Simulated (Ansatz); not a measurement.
Base system: MgF₂ in the rutile structure (space group P4_2/mnm, No. 136; a = 4.639 Å, c = 3.062 Å).

Levels (all Ansatz, a first-principles code, PAW): PBEsol (420 eV, spin-orbit coupling left out); r2SCAN (500 eV, no spin-orbit coupling); HSE06 (420 eV, without spin-orbit coupling).

One geometry, relaxed with PBEsol, under each level:

| level | band gap | lowest conduction level above the VBM at special points | pressure |
|---|---|---|---|
| PBEsol | 6.89 eV | Γ 6.89 eV; X 9.29 eV; M 10.99 eV; Z 11.61 eV | 0.00 GPa |
| r2SCAN | 7.98 eV | Γ 7.98 eV; X 10.40 eV; M 12.15 eV; Z 12.79 eV | -1.29 GPa |
| HSE06 | ___ | ___ | – |

### Question
Give the withheld HSE06 results.

### Answer

- HSE06, band gap: 9.38 eV
- HSE06, lowest conduction level above the VBM at special points: Γ 9.38 eV; X 11.83 eV; M 13.62 eV

Single points use the geometry relaxed with PBEsol. Their cutoffs differ, which shifts pressures a little. Whether these cells are dynamically stable was not tested. The base started in Pnnm and relaxed to P4_2/mnm at this level.
